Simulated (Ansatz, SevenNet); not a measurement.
**C11b MoSi2, elastic constant C44**

Reference value: 204 GPa (measured, temperature not stated, no zero-point or thermal correction; as tabulated in Friák et al. (2018), doi:10.3390/nano8121057).

Problem. Put these levels in order of the elastic constant C44 that they give for C11b MoSi2, smallest first: LDA (Ansatz, a quantum-chemistry and plane-wave program), PBE-D3(BJ) (Ansatz), SevenNet-0.

Solution. SevenNet-0 (48.6 GPa), LDA (210 GPa), PBE-D3(BJ) (213 GPa)

Unless a cell is named, each level is at its own relaxed cell (SevenNet-0 13.63, LDA 13.06, PBE-D3(BJ) 13.13 Å³/atom).

Differences against the reference: SevenNet-0 -76 %, LDA +2.9 %, PBE-D3(BJ) +4.4 %.

The measured value isn't corrected to a static lattice, so vibrations enter the comparison. A static lattice is as a rule stiffer than a warm one, by over a tenth in soft solids.  PBE-D3(BJ): the dispersion coefficients are held fixed in the derivatives. Each level is taken at its own relaxed cell. Ansatz's density-functional and Hartree–Fock values are scalar-relativistic unless marked +SOC, with PAW data made under PBE.

Machine-learned potentials (SevenNet-0) are trained on DFT data: a solid inside that data is no test of them.

Differences are worked out from the printed values.
